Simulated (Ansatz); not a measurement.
## CdSe, pressure series

Start from CdSe in the zinc blende structure (space group F-43m, No. 216; a = 6.1964 Å).

Cell and atoms are relaxed at each pressure.

Method: PBE in Ansatz (plane waves to 420 eV, PAW, no spin-orbit coupling).

```
pressure (GPa)  volume per atom (Å³/atom)
--------------  -------------------------
-2                                 31.275
-1                                      ?
0                                  29.739
0.9                                29.174
4.5                                27.370
9                                  25.756
15                                 24.180
22.5                               22.734
30                                 21.622
```

Task: Fit the third-order Birch–Murnaghan form P(V) = (3B₀/2)[(V₀/V)^(7/3) − (V₀/V)^(5/3)]·[1 + (3/4)(B₀′ − 4)((V₀/V)^(2/3) − 1)] (squares taken in P) to the rows shown and predict the withheld row.

Result: Least squares on the printed values gives V₀ = 29.741 Å³/atom, B₀ = 44.9 GPa, B₀′ = 4.6; this predicts 30.449 Å³/atom, and the run gives 30.452 Å³/atom, 0.003 higher.

Load acts through the strain it causes; cell and atoms are relaxed under it. Whether these cells are dynamically stable was not tested. Tetrahedral semiconductors of this kind turn to denser phases somewhere between about 1 and 50 GPa; those were not computed, so compressed cells here can lie past the real transition.

Ansatz is a quantum-chemistry and plane-wave program.
